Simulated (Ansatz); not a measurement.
The starting structures come from a database of crystals and need not be the phases stable at ambient conditions.

Data:

```yaml
crystal:
  lattice:
    - [7.53677, 0.00000, 0.00000]
    - [0.00000, 7.53677, 0.00000]
    - [3.76839, -3.76839, 5.32930]
  atoms:
    - { symbol: K, position: [0.25000, 0.25000, 0.50000] }
    - { symbol: K, position: [0.75000, 0.75000, 0.50000] }
    - { symbol: Te, position: [0.00000, 0.00000, 0.00000] }
    - { symbol: Br, position: [0.25441, 0.74559, 0.49119] }
    - { symbol: Br, position: [0.74559, 0.25441, 0.50881] }
    - { symbol: Br, position: [0.74559, 0.74559, 0.00000] }
    - { symbol: Br, position: [0.25441, 0.25441, 0.00000] }
    - { symbol: Br, position: [0.25441, 0.74559, 0.00000] }
    - { symbol: Br, position: [0.74559, 0.25441, 0.00000] }
```

Space group of this cell: Fm-3m. The cell was relaxed by PBE-D3(BJ).

Transport runs along the normal of the first two printed cell vectors, the (001) plane of the conventional cell.

No gap correction and no spin-orbit coupling; mid-gap values are interpolated between computed energies.

**Question.** Estimate the band gap and the smallest decay constant κ at mid-gap that Ansatz (a quantum-chemistry and plane-wave program) with r2SCAN returns for this system.

**Answer.** Gap 1.99 eV on a 6×6×6 mesh; κ = 0.247 1/Å, at (0.500, 0.000) of the in-plane reciprocal vectors. At the zone centre, at the nearest computed energy, the slowest state has κ = 0.31 1/Å.
